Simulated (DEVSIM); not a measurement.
Device: illuminated InP p-on-n cell, one wavelength, at 250 K.

Layer 1 from the left is InP, thickness (μm) 0.0760, Na (cm⁻³) 7.3e17, τn (s) 1.5e-9, τp (s) 1.5e-10, absorption coefficient (cm⁻¹) 56000. Layer 2 from the left is InP, thickness (μm) 0.730, Nd (cm⁻³) 8.9e16, τn (s) 6.7e-9, τp (s) 6.7e-9, absorption coefficient (cm⁻¹) 56000.

Left contact: ohmic, minority electron recombination velocity 400 cm/s. Right contact: ohmic, minority hole recombination velocity 50000 cm/s. Voltage is applied to the left contact. Recombination: SRH at mid-gap, radiative, Auger. Light enters at the left, 2.6e16 photons cm⁻² s⁻¹, one pass, no reflection. Mobility is μmin + (μ − μmin)/(1 + (N/Nref)^α).

The device is made up for the run: typed textbook-type constants, with dimensions and the other settings drawn at random. Values at 300 K; Nc and Nv go as T^1.5, mobilities as T to minus their exponent, the gap by Varshni's rule with the affinity fixed.

InP: gap (eV) 1.344, affinity (eV) 4.38, permittivity 12.5, Nc (cm⁻³) 5.7e17, Nv (cm⁻³) 1.1e19, μn (cm²/Vs) 5200, μp (cm²/Vs) 170, μn,min 400, μp,min 10, Nref,n 3e17, Nref,p 4.9e17, αn 0.47, αp 0.62, T exponent of μn 2, T exponent of μp 2, B (cm³/s) 1.2e-10, Cn (cm⁶/s) 9e-31, Cp (cm⁶/s) 9e-31, Varshni α (eV/K) 0.000363, Varshni β (K) 162.

Model (solved in DEVSIM): 1D drift-diffusion, Boltzmann statistics, complete ionisation; no tunnelling, impact ionisation, image-force lowering or self-heating.

Dark forward current:

```tsv
|V| (V)	|J| (A/cm²)
0.05	6.092e-13
0.10	2.449e-12
0.15	8.404e-12
0.20	2.792e-11
0.25	9.181e-11
0.30	3.016e-10
0.35	9.920e-10
0.40	3.266e-9
0.45	1.078e-8
0.50	3.565e-8
0.55	1.182e-7
0.60	3.936e-7
0.65	1.316e-6
0.70	4.425e-6
0.75	1.502e-5
0.80	5.192e-5
0.85	0.0001865
0.90	0.0007309
0.95	0.003409
1.00	0.02055
1.05	0.1582
1.10	1.415
1.15	13.40
1.20	119.0
1.25	829.6
1.30	4361
```

Work out the local ideality factor n = ΔV / (kT/q · ln(J2/J1)) between the rows 0.10 and 0.15 V, 1.10 and 1.15 V, 1.25 and 1.30 V.

kT/q = 21.54 mV. From 0.10 to 0.15 V: ln(8.404e-12/2.449e-12) = 1.233, n = 1.88, near the 2 of recombination in the depletion region. From 1.10 to 1.15 V: ln(13.40/1.415) = 2.248, n = 1.03, near the 1 of diffusion or emission over a barrier. From 1.25 to 1.30 V: ln(4361/829.6) = 1.660, n = 1.40; the layers' resistance at their doping, Σ W/(qμN) = 1.6e-6 Ω cm², would take 5.6 mV of this step of 50 mV.

What current could the absorbed light give at most, and what share is collected?

Σ αd = 4.51, so qΦ(1 − exp(−Σ αd)) = 4.12 mA/cm². The simulated short-circuit current is 3.945 mA/cm², a share of 0.96.

Estimate the open-circuit voltage by superposition: the voltage at which the dark current equals that short-circuit current.

Interpolating ln J in the table gives 0.954 V. The simulation gives 0.954 V, the same within the digits that matter. Superposition holds where collection doesn't change with voltage.

Estimate the fill factor from FF0 = (v − ln(v + 0.72))/(v + 1), v = qVoc/(nkT), with n from the dark curve.

The rows about Voc, 0.95 and 1.00 V, give n = 1.29, so v = 34.3 and FF0 = 0.871. The simulation gives 0.835; the estimate lies 4.3 % above.
